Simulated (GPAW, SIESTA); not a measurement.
A GPAW input for a self-consistent single point of CuZn (Pm-3m, 2 atoms in the cell) (DFT LDA (Perdew-Wang 92), plane waves, GPAW PAW datasets LDA (gpaw-data 1.0.1)):

```python
from ase import Atoms
from ase.units import GPa
from gpaw import GPAW, PW

atoms = Atoms(['Zn', 'Cu'],
              cell=[[2.950000, 0.000000, 0.000000],
                    [0.000000, 2.950000, 0.000000],
                    [0.000000, 0.000000, 2.950000]],
              scaled_positions=[[0.500000, 0.500000, 0.500000],
                                [0.000000, 0.000000, 0.000000]],
              pbc=True)

calc = GPAW(mode=PW(800),
            xc='LDA',
            kpts=(15, 15, 15),
            occupations={'name': 'methfessel-paxton', 'width': 0.272, 'order': 0},
            nbands=-6,
            convergence={'density': 1e-05, 'energy': 1e-05},
            symmetry={'symmorphic': False, 'tolerance': 0.0005},
            maxiter=100,
            txt='-')

atoms.calc = calc

energy = atoms.get_potential_energy()
print('Energy (eV):', round(energy, 6))
forces = atoms.get_forces()
print('Forces (eV/Ang):')
print(forces.round(5))
stress = atoms.get_stress()
print('Stress (GPa, Voigt):', (stress / GPa).round(4))
```

### Question
Write the same calculation as an input for SIESTA.

### Answer
One input that does it (others would too):

```
# files in the folder: Zn.psml Cu.psml (PseudoDojo LDA standard)
SystemName  CuZn
SystemLabel cuzn

NumberOfAtoms                2
NumberOfSpecies              2
%block ChemicalSpeciesLabel
  1 30 Zn
  2 29 Cu
%endblock ChemicalSpeciesLabel
LatticeConstant              1.0 Bohr
%block LatticeVectors
     5.574692068    0.000000000    0.000000000
     0.000000000    5.574692068    0.000000000
     0.000000000    0.000000000    5.574692068
%endblock LatticeVectors
AtomicCoordinatesFormat      Bohr
%block AtomicCoordinatesAndAtomicSpecies
     2.787346034    2.787346034    2.787346034  1
     0.000000000    0.000000000    0.000000000  2
%endblock AtomicCoordinatesAndAtomicSpecies

XC.functional                LDA
XC.authors                   PW92
PAO.BasisSize                DZP
PAO.EnergyShift              0.005 Ry
MeshCutoff                   300 Ry
%block kgrid.MonkhorstPack
   15   0   0  0.0
    0  15   0  0.0
    0   0  15  0.0
%endblock kgrid.MonkhorstPack
OccupationFunction           MP
OccupationMPOrder            0
ElectronicTemperature        272.0 meV

MaxSCFIterations             150
SCF.Mixer.Method             Pulay
SCF.Mixer.Weight             0.25
SCF.Mixer.History            8
SCF.DM.Tolerance             1.0E-04
Diag.ParallelOverK           true
WriteForces                  true
```

Basis, cutoffs, solver keys and any potentials are the target program's own. This input uses DFT, LDA PW92, numerical atomic orbitals DZP, PseudoDojo LDA standard norm-conserving potentials (rewritten from UPF to PSML). LDA parametrisations can differ slightly between programs. Both were run: pressure -10.60 GPa in GPAW and -14.12 in SIESTA.

On GPAW: the starting cell has typed, rounded lattice constants, without a prior relaxation at this level. Spin polarisation is off. With a pressure of about -11 GPa the cell is away from its equilibrium volume at this level.

On SIESTA: the starting cell has typed, rounded lattice constants, without a prior relaxation at this level. Spin polarisation is off. Values carry the incompleteness of an atom-centred basis. With a pressure of about -14 GPa the cell is away from its equilibrium volume at this level.
